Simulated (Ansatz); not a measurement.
**Rh$_{2}$O$_{3}$ in the Bi2Te3 type structure (space group R-3m, No. 166; a hypothetical phase, not in the database extracts checked; layered, stacked along the Cartesian z axis)**

```
Rh2O3
1.0
    1.48718     0.85862     6.97361
   -1.48718     0.85862     6.97361
    0.00000    -1.71725     6.97361
Rh O
2 3
Cartesian
  0.00000   0.00000   8.36327
  0.00000   0.00000  12.55754
  0.00000   0.00000   0.00000
  0.00000   0.00000   4.60689
  0.00000   0.00000  16.31392
```

Method: Ansatz (an electronic-structure program) r2SCAN+rVV10, no spin-orbit coupling. Settings: 13×13×13 k-points, 0.05 eV Fermi–Dirac smearing.

The volume per atom is 10.69 Å³ and the density is 7.89 g/cm³. The band gap is 0.26 eV, indirect, Γ → L and the hole mass is 0.93 mₑ along c, 0.73 mₑ across. The total energy is -2905.541 eV/atom (σ→0; compares only within this code and set-up).

Effective masses come from finite differences of ±0.01 Å⁻¹. No phonon test of stability was made. The zero or small gap of Rh2O3 can change with the level of theory.
